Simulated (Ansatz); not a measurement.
System: 1T (CdI2-type) MgI₂. Method: PBEsol (Ansatz, a first-principles code, plane waves, PAW).

Settings: plane-wave cutoff 520 eV, 12×12×6 k mesh (along the axes of the cell as run), Fermi–Dirac smearing 0.01 eV, scalar-relativistic PAW data made under PBE.

Response to compression and expansion:

Shape and atoms are relaxed at each volume.

```
V (Å³/atom)  P (GPa)  direct gap at Γ (eV)  smallest gap on the k mesh (eV)  c (Å)
-----------  -------  --------------------  -------------------------------  -----
33.199          0.45                 3.700                            3.477  6.818
33.890          0.19                 3.711                            3.520  6.918
34.582          0.00                 3.700                            3.532  7.026
35.274         -0.13                 3.694                            3.543  7.142
35.965         -0.19                 3.697                            3.554  7.268
```

The fundamental gap (3.52 eV at the equilibrium volume, with added k points) lies elsewhere than Γ–Γ.

Note: the cell comes from a level without a dispersion term, which matters for the spacing of layers, chains or molecules; the bulk modulus comes from volumes at which shape and atoms were relaxed; the cell has widely spaced layers and the level no dispersion term, so their spacing and the moduli can rest on weak binding.

Spin–orbit coupling is not included; with these elements it can move the gap by several tenths of an eV or more.
